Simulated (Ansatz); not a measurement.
AlN 5H (hccch) (a stacking that need not occur in nature), space group P3m1.

The geometry comes from a PBE relaxation.

```yaml
crystal:
  lattice:
    - [3.11918, 0.00000, 0.00000]
    - [-1.55959, 2.70129, 0.00000]
    - [0.00000, 0.00000, 12.65592]
  atoms:
    - { symbol: Al, position: [0.00000, 0.00000, 0.99952] }
    - { symbol: N, position: [0.00000, 0.00000, 0.14992] }
    - { symbol: Al, position: [0.66667, 0.33333, 0.19857] }
    - { symbol: N, position: [0.66667, 0.33333, 0.34981] }
    - { symbol: Al, position: [0.33333, 0.66667, 0.39927] }
    - { symbol: N, position: [0.33333, 0.66667, 0.55049] }
    - { symbol: Al, position: [0.00000, 0.00000, 0.59991] }
    - { symbol: N, position: [0.00000, 0.00000, 0.75111] }
    - { symbol: Al, position: [0.66667, 0.33333, 0.80053] }
    - { symbol: N, position: [0.66667, 0.33333, 0.95088] }
```

The numbers are results of HSE06 (plane waves to 420 eV, PAW; Ansatz, a quantum-chemistry and plane-wave program), not measurements. Spin–orbit coupling is left out. Its k-point mesh 6×6×1, Fermi–Dirac width 0.01 eV. HSE06 ran on meshes of its own (6×6×1); its edges and gaps are taken over the mesh and over extra points off it, mostly where PBE has its edges.

### Question
List the levels next to the gap at (0.500, 0.000, 0.500) of this cell's own (folded) zone, from the top of the valence band (the table ends after a fixed count of bands, which can cut a degenerate set).

### Answer
```tsv
band	E − E_v (eV)
v4	-1.168
v3	-1.155
v2	-0.906
v1	-0.593
c1	4.925
c2	6.270
c3	7.010
c4	7.715
```
